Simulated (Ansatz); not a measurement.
The parent structure is SnO (space group P4/nmm, No. 129; a = 3.837 Å, c = 4.759 Å; layered, stacked along the Cartesian z axis).

Computed with plane-wave PAW DFT at the PBE-D3(BJ) level (Ansatz, a quantum-chemistry and plane-wave program, 420 eV), spin-orbit coupling left out.

One change was made to it. Results:

| quantity | base | after |
|---|---|---|
| shortest interatomic distance | 2.241 Å | 2.232 Å |
| c/a ratio | 1.240 | 1.214 |

Question: Which change produced these results?
(A) pressure 10 GPa
(B) pressure 3 GPa
(C) pressure −1 GPa
(D) pressure 1.5 GPa
(E) pressure 7.5 GPa

Answer: D, pressure 1.5 GPa. For comparison, the shortest interatomic distance in the other runs: pressure 3 GPa gives 2.224 Å; pressure 10 GPa gives 2.193 Å; pressure −1 GPa gives 2.248 Å; pressure 7.5 GPa gives 2.203 Å.

Load acts through the strain it causes; cell and atoms are relaxed under it. Whether these cells are dynamically stable was not tested. Competing high-pressure phases were not computed. The final runs are not spin-polarised.
